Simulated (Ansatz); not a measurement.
For MgO (model structure, started from the HgO type, Fm-3m, No. 225, 6 atoms in the cell), PBE (PAW; Ansatz, a program for electronic structure) gives:

```
Quantity                   Value
------------------  ------------
lattice constant a       4.254 Å
cohesive energy     4.99 eV/atom
band gap                 4.46 eV
```

**Question.** What does r²SCAN+rVV10 (Ansatz, plane waves, PAW) give for the same quantities?

**Answer.** 
- lattice constant a: 4.195 Å (drops by 1.4 %)
- cohesive energy: 5.36 eV/atom (goes up by 0.37 eV/atom)
- band gap: 5.71 eV (goes up by 1.25 eV)

Changes are worked out from the printed values.

Unless a cell is named, each level is at its own relaxed cell (PBE 9.62, r²SCAN+rVV10 9.23 Å³/atom).

Density-functional gaps are differences of (generalised) Kohn–Sham levels.

Ansatz's density-functional and Hartree–Fock values are scalar-relativistic unless marked +SOC, with PAW data made under PBE.

A model structure was made by putting elements into a prototype or built by hand; here it ended with the formula and space group of a phase in our tables.
